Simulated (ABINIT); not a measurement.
ABINIT run on GaAs (F-43m, 2 atoms in the cell): self-consistent single point.

Method: PBE, norm-conserving pseudopotentials (PseudoDojo nc-sr-05 PBE standard) (plane waves; ABINIT).

The change in words: lattice scaled by 0.98. Reference geometry:
```
GaAs
1.0
    0.00000     2.93460     2.93460
    2.93460     0.00000     2.93460
    2.93460     2.93460     0.00000
Ga As
1 1
Direct
  0.00000   0.00000   0.00000
  0.25000   0.25000   0.25000
```

Reference input (self-consistent single point, DFT, PBE, plane waves, norm-conserving pseudopotentials (PseudoDojo nc-sr-05 PBE standard)): pseudos = [Ga.upf, As.upf]; ecut = 84 Ry; occopt = 7; tsmear = 0.00734986 Ha; ngkpt = 7 7 7; nshiftk = 1; shiftk = 0 0 0; potentials = PseudoDojo nc-sr-05 PBE standard; nband = 19; kptopt = 1; nstep = 60; toldfe = 1e-09 Ha. This run's input differs from it in these lines:

```diff
@@ -3,7 +3,7 @@
 pseudos "Ga.upf, As.upf"
-acell 7.8426596828 7.8426596828 7.8426596828
+acell 7.6858067029 7.6858067029 7.6858067029
 rprim
-         0.0000000000    0.7071067812    0.7071067812
+        -0.0000000000    0.7071067812    0.7071067812
          0.7071067812   -0.0000000000    0.7071067812
-         0.7071067812    0.7071067812    0.0000000000
+         0.7071067812    0.7071067812   -0.0000000000
 natom 2
```

Log, with long lists cut:

```
--- !BeginCycle
solver: {iscf: 7, nstep: 60, nline: 4, wfoptalg: 0, }
tolerances: {toldfe: 1.00E-09, }
...

     iter   Etot(hartree)      deltaE(h)  residm     vres2
 ETOT  1  -179.84661281705    -1.798E+02 8.462E-01 2.275E+03
 ETOT  2  -182.21382616370    -2.367E+00 9.919E-02 3.142E+03
 ETOT  3  -182.50463050108    -2.908E-01 7.219E-03 5.433E+02
 ETOT  4  -182.53787193157    -3.324E-02 4.195E-03 2.475E+02
 ETOT  5  -182.56297950891    -2.511E-02 1.661E-03 1.892E+01
   [... 3 lines left out ...]
 ETOT  9  -182.56508931477    -3.220E-07 2.109E-04 1.762E-04
 ETOT 10  -182.56508933690    -2.213E-08 4.850E-04 7.070E-08
 ETOT 11  -182.56508933692    -1.955E-11 1.036E-04 1.708E-09
 ETOT 12  -182.56508933692     5.684E-12 7.280E-05 2.107E-10
 At SCF step   12, etot is converged :
  for the second time, diff in etot=  5.684E-12 < toldfe=  1.000E-09

 Cartesian components of stress tensor (hartree/bohr^3)
  sigma(1 1)=  2.91552978E-06  sigma(3 2)=  0.00000000E+00
  sigma(2 2)=  2.91552978E-06  sigma(3 1)=  0.00000000E+00
  sigma(3 3)=  2.91552978E-06  sigma(2 1)=  0.00000000E+00

 ----iterations are completed or convergence reached----

 reduced coordinates (array xred) for    2 atoms
       0.000000000000      0.000000000000      0.000000000000
       0.250000000000      0.250000000000      0.250000000000
 cartesian forces (eV/Angstrom) at end:
    1     -0.00000000000000    -0.00000000000000     0.00000000000000
    2      0.00000000000000     0.00000000000000    -0.00000000000000
 frms,max,avg= 2.4392701E-27 3.8216018E-27   0.000E+00  0.000E+00  0.000E+00 e/A
   [... lines left out ...]
 Fermi (or HOMO) energy (eV) =   3.68427   Average Vxc (eV)=  -9.72476
   [... lines left out ...]
total_energy        : -1.82565089336917E+02
total_energy_eV     : -4.96784872538204E+03
band_energy         : -1.61762008973502E+01
...

-Cartesian components of stress tensor (GPa)         [Pressure= -8.5778E-02 GPa]
- sigma(1 1)=  8.57778331E-02  sigma(3 2)=  0.00000000E+00
- sigma(2 2)=  8.57778331E-02  sigma(3 1)=  0.00000000E+00
- sigma(3 3)=  8.57778331E-02  sigma(2 1)=  0.00000000E+00

 Calculation completed.
```

The run converged in 12 iterations. Against the reference run the free energy falls by 16.0 meV/atom and the pressure goes from -3.21 to -0.09 GPa.

The starting cell comes from a database of computed structures (which also holds hypothetical and non-ambient phases and stackings), without a prior relaxation at this level. Its lattice was rescaled by a random factor within 2.5 % of one. For this run, on top of that: lattice scaled by 0.98. The run gives no clean gap (levels at the Fermi energy touch, overlap or are partly filled at this smearing), which alone does not show that the compound is a metal.

Cost on one core of a shared machine: roughly 2 min.
